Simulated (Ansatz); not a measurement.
HgSe: tensor shear ε_yz = +1.38 %

Consider HgSe in the zinc blende structure (space group F-43m, No. 216; a = 6.133 Å). Axes: x, y, z lie along the cube axes.

The change: a pure shear with ε_yz = ε_zy = 0.0138, atoms relaxed at fixed cell.

Calculations: PBEsol (Ansatz, an electronic-structure program, PAW, no SOC), earlier PAW set. k-mesh 9×9×9 (Γ-centred); smearing 0.05 eV (Fermi–Dirac).

Volume per atom: 28.83 Å³ (base 28.84 Å³)
Space group: Imm2 (No. 44) (base F-43m (No. 216))
Shortest interatomic distance: 2.655 Å (base 2.656 Å)
Energy relative to the base (free energy F): +1.5 meV/atom
Pressure (mean of the normal stresses, compression positive): 0.0 GPa (base 0.0 GPa)
Band gap: zero (base zero)
Valley order (the lowest conduction-band minima on the path, energy above the VBM, named in the base's zone): Γ 0.02 eV; L along [1-11] 0.90 eV; L along [111] 1.11 eV
Stress (xx, yy, zz, yz, xz, xy; compression positive): (0.0, 0.0, 0.0, -0.6, 0.0, 0.0) GPa (rough)

Without a gap, meshes like the base's 9×9×9 leave anisotropic stresses uncertain by several tenths of a GPa, and small strain energies with them. With Hg present, leaving out spin-orbit coupling can change the band edges. The cells carry an imposed strain or load. Whether these cells are dynamically stable was not tested. All final runs are without spin polarisation. Gaps under 0.05 eV, about the width of the smearing, are given as zero. The zero or small gap of HgSe can change with the level of theory.
